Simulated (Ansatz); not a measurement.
Consider GaP in the zinc blende structure (space group F-43m, No. 216; a = 5.391 Å).

Level of theory: LDA (Ansatz, a program for electronic structure, PAW, no spin-orbit coupling).

Strains are applied to the cell and any free atomic positions relax.

One change was made to it. Results:

The pressure shrinks by 5.64 GPa to -5.65 GPa; the energy grows by 28 meV/atom.

Q: Which of these changes matches the shifts?
A. isotropic strain −3.00 %
B. isotropic strain +2.50 %
C. isotropic strain +1.50 %

A: B, isotropic strain +2.50 %. For comparison, the energy relative to the base in the other runs: isotropic strain −3.00 % gives +49 meV/atom; isotropic strain +1.50 % gives +11 meV/atom.

Whether these cells are dynamically stable was not tested.
